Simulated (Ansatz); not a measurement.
Start from Ti in the hcp (Mg type) structure (space group P6_3/mmc, No. 194; relaxed with 0.1 eV smearing).

```
Ti
1.0
    2.86439     0.00000     0.00000
   -1.43219     2.48063     0.00000
    0.00000     0.00000     4.53728
Ti
2
Direct
  0.66667   0.33333   0.75000
  0.33333   0.66667   0.25000
```

Cartesian axes are those of the cell as printed.

All numbers come from Ansatz (a first-principles code), LDA, PAW, cutoff 420 eV, no spin-orbit coupling.

Modification: a pure shear with ε_xz = ε_zx = 0.0143, atoms relaxed at fixed cell.

Task: Predict the stress tensor and what it implies for the stiffness.

Result: Stress of the strained cell less that of the base (GPa, compression positive):
```
    0.1     0.0    -0.9
    0.0    -0.1     0.0
   -0.9     0.0     0.0
```

Then −Δσ/γ with γ = 2ε = 0.0286 gives secant stiffness values (nonlinear terms included at this strain): C55 ≈ 33 GPa.

Stability against distortions was not tested. All final runs are without spin polarisation.
